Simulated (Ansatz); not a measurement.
For fluorite HfO₂ (high-temperature phase), rVV10 in Ansatz (PAW) gives:

- lattice constant a: 5.120 Å
- formation enthalpy: -3.607 eV/atom

Problem. What does r²SCAN in Ansatz (plane waves, PAW) give for the same quantities?

Solution. 
- lattice constant a: 5.058 Å (falls by 1.2 %)
- formation enthalpy: -3.721 eV/atom (moves by -0.114 eV/atom)

Changes are worked out from the printed values.

Unless a cell is named, each level is at its own relaxed cell (rVV10 11.18, r²SCAN 10.79 Å³/atom).

Levels without +SOC leave out spin–orbit coupling, which shifts energies and cells of such heavy elements.

Caveats: symmetry holds this phase in the static calculation, where it need not be a minimum (rVV10, r²SCAN). Ansatz's density-functional and Hartree–Fock values are scalar-relativistic unless marked +SOC, with PAW data made under PBE.

Ansatz is a program for electronic structure.
